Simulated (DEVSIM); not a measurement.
Device: W/HfO2/p-Ge capacitor, at 300 K.

```csv
layer (left to right),material,thickness (nm),Na (cm⁻³)
1,HfO2,4.90,-
2,Ge,2100,8.1e16
```

Metal gate on the left, work function 4.6 eV. Fixed charge at the semiconductor interface -4.4e11 cm⁻² (in units of +e); no interface traps.

This is a model device: material constants are rounded textbook-type values typed into the input, and sizes, dopings and lifetimes were drawn at random. Values at 300 K; Nc and Nv go as T^1.5, mobilities as T to minus their exponent, the gap by Varshni's rule with the affinity fixed.

```tsv
parameter	HfO2	Ge
gap (eV)	5.7	0.664
affinity (eV)	2.5	4
permittivity	22	16
Nc (cm⁻³)	-	1.04e19
Nv (cm⁻³)	-	6e18
Varshni α (eV/K)	-	0.000477
Varshni β (K)	-	235
```

DEVSIM, 1D Poisson equation in equilibrium, Boltzmann statistics, complete ionisation; no quantum confinement or tunnelling. Metal contacts follow the ideal Schottky-Mott rule: no Fermi-level pinning, no interface dipoles.

Base results: flat-band voltage (V) 0.07; threshold voltage (band bending 2φF) (V) 0.52; capacitance of the dielectric stack (μF/cm²) 3.98; minimum of the low-frequency capacitance (μF/cm²) 0.170.

Task: What follows from this one change: gate work function 4.6 → 4.45 eV?

Result: flat-band voltage 0.07 → -0.08 V; threshold voltage (band bending 2φF) 0.52 → 0.37 V; capacitance of the dielectric stack little changed (3.98 μF/cm²); minimum of the low-frequency capacitance little changed (0.170 μF/cm²).

Task: What follows from this one change: interface trap density 0 → 1e+11 cm^-2 eV^-1?

Result: flat-band voltage little changed (0.06 V); threshold voltage (band bending 2φF) little changed (0.52 V); capacitance of the dielectric stack little changed (3.98 μF/cm²); minimum of the low-frequency capacitance 0.170 → 0.184 μF/cm².

Task: What follows from this one change: temperature 300 → 500 K?

Result: flat-band voltage 0.07 → 0.25 V; threshold voltage (band bending 2φF) 0.52 → 0.40 V; capacitance of the dielectric stack little changed (3.98 μF/cm²); minimum of the low-frequency capacitance 0.170 → 0.436 μF/cm².

Task: What follows from this one change: substrate doping 8.1e+16 → 1.6e+16 cm^-3?

Result: flat-band voltage 0.07 → 0.11 V; threshold voltage (band bending 2φF) 0.52 → 0.46 V; capacitance of the dielectric stack little changed (3.98 μF/cm²); minimum of the low-frequency capacitance 0.170 → 0.0897 μF/cm².

Task: What follows from this one change: fixed charge -4.4e+11 → 2.11e+12 cm^-2?

Result: flat-band voltage 0.07 → -0.04 V; threshold voltage (band bending 2φF) 0.52 → 0.42 V; capacitance of the dielectric stack little changed (3.98 μF/cm²); minimum of the low-frequency capacitance little changed (0.170 μF/cm²).
